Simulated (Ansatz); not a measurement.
Data:

```
BeTe
1.0
    0.00000     2.80217     2.78816
    2.80217     0.00000     2.78816
    2.80217     2.80217     0.00000
Be Te
1 1
Direct
  0.00000   0.00000   0.00000
  0.25000   0.25000   0.25000
```

No spin polarisation.

Calculations: PBEsol (Ansatz, a first-principles code; PAW; 420 eV plane waves; spin-orbit coupling left out). Settings: 10×10×10 k-points, 0.05 eV Fermi–Dirac smearing.

### Question
What is the computed space group?

### Answer
I-4m2 (No. 119).

### Question
Estimate the pressure (mean of the normal stresses, compression positive).

### Answer
0.31 GPa.

The cells carry an imposed strain or load. Whether these cells are dynamically stable was not tested. The cell was made from BeTe in the zinc blende structure (space group F-43m, No. 216) by this change: uniaxial strain ε_zz = −0.50 %.
